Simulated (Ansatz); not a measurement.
**TiTe2: pressure series**

The reference is TiTe2 in the CdI2 type structure (space group P-3m1, No. 164; layered, stacked along the Cartesian z axis).

```yaml
crystal:
  lattice:
    - [3.69700, 0.00000, 0.00000]
    - [-1.84850, 3.20170, 0.00000]
    - [0.00000, 0.00000, 6.38417]
  atoms:
    - { symbol: Ti, position: [0.00000, 0.00000, 0.00000] }
    - { symbol: Te, position: [0.33333, 0.66667, 0.27109] }
    - { symbol: Te, position: [0.66667, 0.33333, 0.72891] }
```

Cell and atoms are relaxed at each pressure.

Calculations: Ansatz (an electronic-structure program) PBE-D3(BJ), no SOC.

```
variant               density  c/a ratio
----------------  -----------  ---------
base               6.66 g/cm³      1.727
pressure −2 GPa    6.24 g/cm³      1.764
pressure −1 GPa    6.48 g/cm³        [?]
pressure 3 GPa     7.07 g/cm³      1.716
pressure 7 GPa     7.49 g/cm³      1.719
pressure 15 GPa    8.14 g/cm³      1.736
pressure 30 GPa    9.04 g/cm³      1.768
pressure 50 GPa    9.93 g/cm³      1.799
pressure 75 GPa   10.82 g/cm³      1.828
pressure 100 GPa          [?]      1.850
```

Task: What belongs in the blanks?

Result: 
- pressure −1 GPa, c/a ratio: 1.739
- pressure 100 GPa, density: 11.56 g/cm³

Load acts through the strain it causes; cell and atoms are relaxed under it. No phonon test of stability was made. No other phases were tried under pressure. The final runs are not spin-polarised.
